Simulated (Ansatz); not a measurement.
**HgS, pressure series**

Consider HgS in the rock salt structure (space group Fm-3m, No. 225; a = 5.4515 Å; a model cell, its experimental status unchecked).

Cell and atoms are relaxed at each pressure.

All numbers come from PBEsol in Ansatz (plane waves to 420 eV, PAW, scalar-relativistic without spin-orbit coupling).

```json
[
 {"change": "base", "density": "9.54 g/cm³", "shortest interatomic distance": "2.726 Å"},
 {"change": "pressure −2 GPa", "density": "9.29 g/cm³", "shortest interatomic distance": "2.750 Å"},
 {"change": "pressure −1 GPa", "density": "9.42 g/cm³", "shortest interatomic distance": "2.737 Å"},
 {"change": "pressure 0.9 GPa", "density": "9.64 g/cm³", "shortest interatomic distance": "2.716 Å"},
 {"change": "pressure 2.1 GPa", "density": "9.77 g/cm³", "shortest interatomic distance": "2.704 Å"},
 {"change": "pressure 4.5 GPa", "density": "10.01 g/cm³", "shortest interatomic distance": "2.682 Å"},
 {"change": "pressure 9 GPa", "density": "10.42 g/cm³", "shortest interatomic distance": "2.647 Å"},
 {"change": "pressure 15 GPa", "density": "10.88 g/cm³", "shortest interatomic distance": "2.609 Å"},
 {"change": "pressure 22.5 GPa", "density": "11.38 g/cm³", "shortest interatomic distance": "2.570 Å"},
 {"change": "pressure 30 GPa", "density": "11.82 g/cm³", "shortest interatomic distance": "2.538 Å"}
]
```

Load acts through the strain it causes; cell and atoms are relaxed under it. No phonon test of stability was made. Competing high-pressure phases were not computed. The final runs are not spin-polarised. This is not the structure that HgS has at room temperature and ambient pressure.

Ansatz is a program for electronic structure.
